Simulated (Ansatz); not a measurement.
**Effect of biaxial strain −1.50 %, plane normal [001], relaxed out of plane on GaAs**

The parent structure is GaAs in the zinc blende structure (space group F-43m, No. 216; a = 5.603 Å). Axes: x, y, z lie along the cube axes.

One thing is altered: biaxial strain −1.50 %, plane normal [001], relaxed out of plane (Cartesian); in-plane vectors clamped, the third vector and the atoms free.

Computed with plane-wave PAW DFT at the LDA level (Ansatz, a program for electronic structure, 420 eV), spin-orbit coupling left out. Γ-centred 10×10×10 mesh, Fermi–Dirac width 0.05 eV.

```tsv
quantity	base	changed	shift
space group	F-43m (No. 216)	I-4m2 (No. 119)	–
shortest interatomic distance	2.426 Å	2.413 Å	-0.013 Å
energy relative to the base (free energy F)	0 meV/atom	+3.9 meV/atom	+3.9 meV/atom
pressure (mean of the normal stresses, compression positive)	0.01 GPa	1.29 GPa	+1.28 GPa
band gap	0.49 eV	0.55 eV	+0.06 eV
gap character	direct at Γ	direct at Γ	–
electron mass	0.029 mₑ (at Γ)	0.039 mₑ out of plane, 0.032 mₑ in plane (at Γ)	–
valence-band top at Γ (three highest levels, from the VBM)	0.00, 0.00, 0.00 eV	0.00, 0.00, -0.18 eV	–
valley order (the lowest conduction-band minima on the path, energy above the VBM, named in the base's zone)	Γ 0.49 eV; L along ⟨111⟩ 0.92 eV; a point along ⟨100⟩, about 1.0 Å⁻¹ from Γ 1.26 eV	Γ 0.55 eV; L along [111] 0.90 eV; a point along [010], about 1.0 Å⁻¹ from Γ 1.10 eV; a point along [001], about 1.0 Å⁻¹ from Γ 1.33 eV	–
out-of-plane strain	–	+1.35 %	–
ratio −ε⊥/ε∥	–	0.90	–
mean in-plane stress (compression positive)	–	+1.9 GPa	–
```

Masses are band curvatures over ±0.01 Å⁻¹ around the edge. No phonon test of stability was made. k-point labels follow each cell's own Brillouin zone.
